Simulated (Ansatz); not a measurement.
The starting structures come from a database of crystals and need not be the phases stable at ambient conditions.

By PBEsol, the system below comes out a metal.

A figure of merit of an interconnect metal is its ballistic conductance per area.

Consider the following.

```xyz
7
Lattice="5.3650 0.0000 0.0000 1.7083 5.0857 0.0000 1.8283 -2.5429 3.1319" Properties=species:S:1:pos:R:3 pbc="T T T"
Nb     0.9142    -1.2714     1.5660
Nb     4.4508     1.2714     1.5660
Nb     1.7958     1.2912     0.0000
Nb     5.2775     3.7946     0.0000
N      6.2191     2.5429     1.5660
N      2.6825     0.0000     1.5660
N      0.0000     0.0000     0.0000
```

The cell is taken as given; by PBEsol it stands under a pressure of -12.9 GPa.

The current flows along the normal of the first two printed cell vectors, the (110) plane of the conventional cell. No spin-orbit coupling; the value is a mean over 0.1 eV about the Fermi level.

Compute, with PBEsol (Ansatz, a program for electronic structure), the ballistic conductance per area.

0.73 × 10¹⁵ S/m² for both spins.
